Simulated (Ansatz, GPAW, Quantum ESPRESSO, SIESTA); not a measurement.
## SrZn5 (P1, 6 atoms in the cell) computed with different codes at matched settings

Self-consistent single point, at a second geometry (atoms moved at random). First geometry:

```
SrZn5
1.0
    5.48629     0.00000     0.00000
   -2.74315     4.75127     0.00000
    0.00000     0.00000     4.19856
Sr Zn
1 5
Direct
  0.00000   0.00000   0.00000
  0.66667   0.33333   0.00000
  0.33333   0.66667   0.00000
  0.50000   0.00000   0.50000
  0.50000   0.50000   0.50000
  0.00000   0.50000   0.50000
```

Second geometry:
```yaml
crystal:
  lattice:
    - [5.48629, 0.00000, 0.00000]
    - [-2.74315, 4.75127, 0.00000]
    - [0.00000, 0.00000, 4.19856]
  atoms:
    - { symbol: Sr, position: [0.00142, 0.00576, 0.99037] }
    - { symbol: Zn, position: [0.67080, 0.32705, 0.00279] }
    - { symbol: Zn, position: [0.33146, 0.66810, 0.00062] }
    - { symbol: Zn, position: [0.49972, 0.00039, 0.48792] }
    - { symbol: Zn, position: [0.49332, 0.49727, 0.50816] }
    - { symbol: Zn, position: [0.00328, 0.50143, 0.51014] }
```

Shared settings, as Ansatz (a quantum-chemistry and plane-wave program) writes them: kpoints.mp_grid.grid = 5 5 5; scf.occupations.method = fermi_dirac; scf.occupations.width = 0.1 eV. Potentials and cutoffs stand in the table.

```json
[
 {"code": "SIESTA", "model": "GGA PBEsol, numerical atomic orbitals DZP, PseudoDojo PBEsol standard norm-conserving potentials (rewritten from UPF to PSML)", "ΔF from the first geometry (meV/atom)": "6.3", "pressure (GPa)": "-8.83", "largest force (eV/Å)": "0.433", "cutoff": "grid 350 Ry"},
 {"code": "Quantum ESPRESSO", "model": "PBEsol, GBRV 1.5 ultrasoft (PBESOL) pseudopotentials", "ΔF from the first geometry (meV/atom)": "4.2", "pressure (GPa)": "-1.67", "largest force (eV/Å)": "0.247", "cutoff": "50 Ry"},
 {"code": "Ansatz", "model": "PBEsol, PAW files made with PBE", "ΔF from the first geometry (meV/atom)": "4.2", "pressure (GPa)": "-1.29", "largest force (eV/Å)": "0.248", "cutoff": "default"},
 {"code": "GPAW", "model": "PBEsol, GPAW PAW datasets PBEsol (made by gpaw-setup)", "ΔF from the first geometry (meV/atom)": "4.2", "pressure (GPa)": "-1.09", "largest force (eV/Å)": "0.251", "cutoff": "850 eV"}
]
```

Size of the force on each atom (eV/Å): Sizes of forces hide their directions.

```
code                Sr1    Zn2    Zn3    Zn4    Zn5    Zn6
----------------  -----  -----  -----  -----  -----  -----
SIESTA            0.306  0.319  0.111  0.433  0.310  0.349
Quantum ESPRESSO  0.247  0.227  0.070  0.208  0.204  0.220
Ansatz            0.248  0.227  0.069  0.207  0.203  0.219
GPAW              0.251  0.229  0.070  0.209  0.205  0.221
```

The spread over the programs that give each value: ΔF from the first geometry within 2.1 meV/atom; pressure within 7.74 GPa; largest force within 0.186 eV/Å.

SIESTA uses small atom-centred bases, whose incompleteness enters pressures, forces and empty levels differently from a plane-wave cutoff. Ansatz's pressure is given at a fixed set of plane waves, as the other plane-wave codes print theirs; with its correction for the finite basis it is -1.22 GPa. In the pressure, SIESTA (by 7.54) lies more than 1 GPa from the median of the plane-wave programs. In the force vectors, SIESTA (by 0.227) lies more than 0.08 eV/Å from the median of the plane-wave programs.

The starting cell comes from a database of computed structures (which also holds hypothetical and non-ambient phases and stackings), without a prior relaxation at this level. For this run, on top of that: atoms moved at random.

Left out of this page: CP2K (unsound by tests on forces, stress, charge or solver warnings).

Keys are those of Ansatz 0.2.
